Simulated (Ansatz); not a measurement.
Ge2Sb2Te5: response to strain

The reference is Ge2Sb2Te5 (space group P-3m1, No. 164).

```
CELL_PARAMETERS angstrom
      4.29363     0.00000     0.00000
     -2.14681     3.71839     0.00000
      0.00000     0.00000    17.63591
ATOMIC_POSITIONS crystal
  Te 0.00000 0.00000 0.00000
  Ge 0.66667 0.33333 0.09824
  Ge 0.33333 0.66667 0.90176
  Te 0.33333 0.66667 0.19409
  Te 0.66667 0.33333 0.80591
  Sb 0.00000 0.00000 0.30944
  Sb 0.00000 0.00000 0.69056
  Te 0.66667 0.33333 0.40641
  Te 0.33333 0.66667 0.59359
```

Cartesian axes are those of the cell as printed.

Strains are applied to the cell and any free atomic positions relax; under biaxial strain the out-of-plane vector relaxes too.

Computed with Kohn–Sham DFT with the PBE functional, run in Ansatz (a first-principles code) with PAW and 420 eV plane waves, without spin-orbit coupling, earlier PAW set.

Candidates:
(a) isotropic strain +0.62 %
(b) isotropic strain +1.42 %
(c) biaxial strain −1.51 %, plane normal [001], relaxed out of plane

Before the change:

```
Quantity                        Result
-----------------------------  -------
Width of the top valence band  0.83 eV
```

**Question.** Order them by width of the top valence band, lowest first.

**Answer.** (b) isotropic strain +1.42 % (0.51 eV), (a) isotropic strain +0.62 % (0.65 eV), (c) biaxial strain −1.51 %, plane normal [001], relaxed out of plane (0.99 eV)

With Sb and Te present, leaving out spin-orbit coupling can change the band edges. The levels and masses belong to the bands next to the band gap. Stability against distortions was not tested.
